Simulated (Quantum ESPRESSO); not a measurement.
Input and output of a self-consistent single point for Pt (Fm-3m, 1 atom in the cell) (Quantum ESPRESSO).

Computed with PBEsol, GBRV 1.5 ultrasoft (PBESOL) pseudopotentials (plane waves; Quantum ESPRESSO 7.5).

```
Pt
1.0
    0.00000     1.94200     1.94200
    1.94200     0.00000     1.94200
    1.94200     1.94200     0.00000
Pt
1
Direct
  0.00000   0.00000   0.00000
```

Reference input (self-consistent single point, DFT, PBEsol, plane waves, GBRV 1.5 ultrasoft (PBESOL) pseudopotentials): ecutwfc = 40 Ry; ecutrho = 320 Ry; occupations = smearing; smearing = methfessel-paxton; degauss = 0.0073499 Ry; potentials = {Pt: pt_pbesol_v1.4.uspp.F.UPF}; K_POINTS = automatic 19 19 19 1 1 1; conv_thr = 1e-10 Ry. This run's input differs from it in these lines:

```diff
@@ -26,3 +26,3 @@
 K_POINTS automatic
-19 19 19  1 1 1
+16 16 16  0 0 0
 CELL_PARAMETERS angstrom
```

Output, abridged:

```
     Self-consistent Calculation

     iteration #  1     ecut=    40.00 Ry     beta= 0.70

     negative rho (up, down):  1.714E-01 0.000E+00

     total energy              =    -210.30057935 Ry
     estimated scf accuracy    <       0.73484555 Ry

     iteration #  2     ecut=    40.00 Ry     beta= 0.70

     negative rho (up, down):  1.764E-01 0.000E+00

     total energy              =    -210.51108175 Ry
     estimated scf accuracy    <       0.18287251 Ry

     iteration #  3     ecut=    40.00 Ry     beta= 0.70

     negative rho (up, down):  1.755E-01 0.000E+00

     total energy              =    -210.55171725 Ry
     estimated scf accuracy    <       0.00047216 Ry

   [... 2 blocks of this kind left out ...]

     iteration #  6     ecut=    40.00 Ry     beta= 0.70

     negative rho (up, down):  1.756E-01 0.000E+00

     total energy              =    -210.55184509 Ry
     estimated scf accuracy    <          1.6E-09 Ry

     iteration #  7     ecut=    40.00 Ry     beta= 0.70

     negative rho (up, down):  1.756E-01 0.000E+00
     End of self-consistent calculation

     Number of k-points >= 100: set verbosity='high' to print the bands.

     the Fermi energy is    23.2687 ev

!    total energy              =    -210.55184509 Ry
     estimated scf accuracy    <          2.8E-11 Ry
     smearing contrib. (-TS)   =      -0.00005025 Ry
     internal energy E=F+TS    =    -210.55179484 Ry

     convergence has been achieved in   7 iterations

     negative rho (up, down):  1.756E-01 0.000E+00

     Forces acting on atoms (cartesian axes, Ry/au):

     atom    1 type  1   force =     0.00000000    0.00000000    0.00000000

     Total force =     0.000000     Total SCF correction =     0.000000

     negative rho (up, down):  1.756E-01 0.000E+00
          total   stress  (Ry/bohr**3)                   (kbar)     P=       62.10
   0.00042214  -0.00000000  -0.00000000           62.10       -0.00       -0.00
  -0.00000000   0.00042214  -0.00000000           -0.00       62.10       -0.00
  -0.00000000  -0.00000000   0.00042214           -0.00       -0.00       62.10

   JOB DONE.
```

The run converged in 7 iterations. Against the reference run the free energy rises by 1.6 meV/atom and the pressure hardly changes (6.26 to 6.21 GPa).

The starting cell comes from a database of computed structures (which also holds hypothetical and non-ambient phases and stackings), without a prior relaxation at this level. Its lattice was rescaled by a random factor within 2.5 % of one. Spin polarisation is off.
